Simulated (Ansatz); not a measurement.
CsCl-type RuAl was calculated with PBE-D3(BJ) in Ansatz (plane waves, PAW).

Run with plane-wave cutoff 520 eV, 18×18×18 k mesh, Fermi–Dirac smearing 0.05 eV, no spin polarisation, scalar-relativistic PAW data made under PBE.

Computed at the level's own relaxed cell.

Q: Estimate the equilibrium volume per atom, bulk modulus B0, equilibrium lattice constant a and pressure derivative B′ of the bulk modulus that the calculation returns.

A: 
- equilibrium volume per atom = 13.14 Å³/atom
- bulk modulus B0 = 219 GPa
- equilibrium lattice constant a = 2.973 Å
- pressure derivative B′ of the bulk modulus = 4.4

The run finds no gap.

Measured, for comparison: lattice constant a 2.992 Å (temperature not stated, copied from a table, unchecked, not corrected to a static lattice; as tabulated in Acta Metallurgica 41, 863 (1993)). Computed (rounded) less measured: lattice constant a not scored (unchecked). A static lattice is as a rule a little smaller and stiffer than an uncorrected measurement, which narrows the difference in the lattice constant a and would widen misses of the other sign.

Static lattice: no zero-point or thermal effects.

Computing time: very roughly 30 core-seconds.

Ansatz is a first-principles code.
